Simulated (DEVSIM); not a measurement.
Structure: Ru/La2O3/p-Si capacitor, at 300 K.

Layer 1 from the left is La2O3, thickness (nm) 4.50. Layer 2 from the left is Si, thickness (nm) 1700, Na (cm⁻³) 5.5e15.

Metal gate on the left, work function 4.7 eV. Fixed charge at the semiconductor interface -1.5e11 cm⁻² (in units of +e); no interface traps.

Constants are typed, rounded textbook-type inputs, not results; the design itself was drawn at random and stands for no fabricated device. Values at 300 K.

La2O3: gap (eV) 5.8, affinity (eV) 1.8, permittivity 27. Si: gap (eV) 1.124, affinity (eV) 4.05, permittivity 11.7, Nc (cm⁻³) 2.86e19, Nv (cm⁻³) 3.1e19.

Estimate by hand the flat-band voltage, the threshold voltage, and compare with a numerical solution.


- Flat-band voltage: C = 5.31 μF/cm², work-function difference -0.251 V; VFB = φms − qNf/C = -0.25 V; numerical -0.25 V.
- Threshold voltage: φF = 0.340 V, depletion charge √(4εqNφF) = 3.52e-8 C/cm²; VT = VFB + 2φF + Qd/C = 0.44 V; numerical 0.44 V.

Model (solved in DEVSIM): 1D Poisson equation in equilibrium, Boltzmann statistics, complete ionisation; no quantum confinement or tunnelling. Metal contacts follow the ideal Schottky-Mott rule: no Fermi-level pinning, no interface dipoles.
